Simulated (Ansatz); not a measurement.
**A computed series for W: response to strain**

Consider W in the bcc (W type) structure (space group Im-3m, No. 229; a = 3.1838 Å; relaxed with 0.1 eV smearing).

Strains are applied to the cell and any free atomic positions relax.

Calculations: plane-wave PAW DFT at the PBE level (Ansatz, a program for electronic structure, 420 eV), no spin-orbit coupling.

Notes on the quantities. energy relative to the base: free energy F.

| isotropic strain (%) | energy relative to the base (meV/atom) |
|---|---|
| -3 | 136.0 |
| -2 | 58.5 |
| -1.5 | 32.4 |
| -1 | 14.2 |
| 0 | 0.0 |
| 1 | 13.3 |
| 2 | ? |
| 2.5 | 79.2 |
| 3 | 112.3 |

### Question
Fit ΔE = Aε² + Bε³ (ε in %) to the rows shown and predict the withheld row.

### Answer
Least squares on the printed values gives A = 13.8 and B = -0.44 meV/atom (largest residual 0.2 meV/atom); this predicts 51.6 meV/atom, and the run gives 51.5 meV/atom, in agreement.

No phonon test of stability was made. All final runs are without spin polarisation.
